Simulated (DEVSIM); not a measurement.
System: Schottky contact on p-type Si, at 300 K.

```
layer (left to right)  material  thickness (μm)  Na (cm⁻³)  τn (s)  τp (s)
---------------------  --------  --------------  ---------  ------  ------
1                            Si           0.450     2.1e15    2e-7    2e-7
```

Left contact: Schottky, work function 4.704 eV, emission velocity 6.3e6 cm/s. Right contact: ohmic. Voltage is applied to the left contact. Recombination: SRH at mid-gap, radiative. Mobility is constant in doping.

The device is made up for the run: typed textbook-type constants, with dimensions and the other settings drawn at random. Values at 300 K; Nc and Nv go as T^1.5, mobilities as T to minus their exponent, the gap by Varshni's rule with the affinity fixed.

| parameter | Si |
|---|---|
| gap (eV) | 1.124 |
| affinity (eV) | 4.05 |
| permittivity | 11.7 |
| Nc (cm⁻³) | 2.86e19 |
| Nv (cm⁻³) | 3.1e19 |
| μn (cm²/Vs) | 1417 |
| μp (cm²/Vs) | 470 |
| T exponent of μn | 2.3 |
| T exponent of μp | 2.2 |
| B (cm³/s) | 4.7e-15 |
| Varshni α (eV/K) | 0.000473 |
| Varshni β (K) | 636 |

Model (solved in DEVSIM): 1D drift-diffusion, Boltzmann statistics, complete ionisation; no tunnelling, impact ionisation, image-force lowering or self-heating. Metal contacts follow the ideal Schottky-Mott rule: no Fermi-level pinning, no interface dipoles.

The temperature was swept, all else fixed.

```json
[
 {"temperature (K)": "250", "largest field in the device at zero bias (V/cm)": "13000", "potential step across the device at zero bias (V)": "0.281", "dark forward voltage at 100 A/cm² (V)": "0.261"},
 {"temperature (K)": "300", "largest field in the device at zero bias (V/cm)": "11000", "potential step across the device at zero bias (V)": "0.222", "dark forward voltage at 100 A/cm² (V)": "0.208"},
 {"temperature (K)": "350", "largest field in the device at zero bias (V/cm)": "9200", "potential step across the device at zero bias (V)": "0.160", "dark forward voltage at 100 A/cm² (V)": "0.158"},
 {"temperature (K)": "400", "largest field in the device at zero bias (V/cm)": "6500", "potential step across the device at zero bias (V)": "0.097", "dark forward voltage at 100 A/cm² (V)": "0.114"},
 {"temperature (K)": "450", "largest field in the device at zero bias (V/cm)": "(withheld)", "potential step across the device at zero bias (V)": "0.031", "dark forward voltage at 100 A/cm² (V)": "(withheld)"},
 {"temperature (K)": "500", "largest field in the device at zero bias (V/cm)": "3500", "potential step across the device at zero bias (V)": "0.035", "dark forward voltage at 100 A/cm² (V)": "0.078"}
]
```

Problem. Fill in the missing entries.

Solution. 
- 450, largest field in the device at zero bias (V/cm): 2500
- 450, dark forward voltage at 100 A/cm² (V): 0.088
